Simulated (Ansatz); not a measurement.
Consider MoS$_{2}$ in the 2H-MoS2 type structure (space group P6_3/mmc, No. 194; a = 3.173 Å, c = 12.437 Å; layered, stacked along the Cartesian z axis).

Computed with Kohn–Sham DFT with the r2SCAN+rVV10 functional, run in Ansatz (a first-principles code) with PAW and 500 eV plane waves, no spin-orbit coupling.

One change was made to it. Results:

The lattice parameter a falls by 0.033 Å (3.173 Å → 3.140 Å); the band gap decreases by 0.27 eV, from 1.01 eV to 0.74 eV.

### Question
What was done to the base?
(A) pressure 4.2 GPa
(B) pressure 1.8 GPa
(C) pressure 30 GPa
(D) pressure 18 GPa

### Answer
A, pressure 4.2 GPa. For comparison, the band gap in the other runs: pressure 30 GPa gives zero; pressure 1.8 GPa gives 0.87 eV; pressure 18 GPa gives 0.26 eV.

The mesh was chosen for an insulator and is coarse for the gapless case. Load acts through the strain it causes; cell and atoms are relaxed under it. No phonon test of stability was made. No other phases were tried under pressure. The final runs are not spin-polarised. The zero or small gap of MoS2 under pressure 30 GPa and MoS2 under pressure 18 GPa can change with the level of theory.
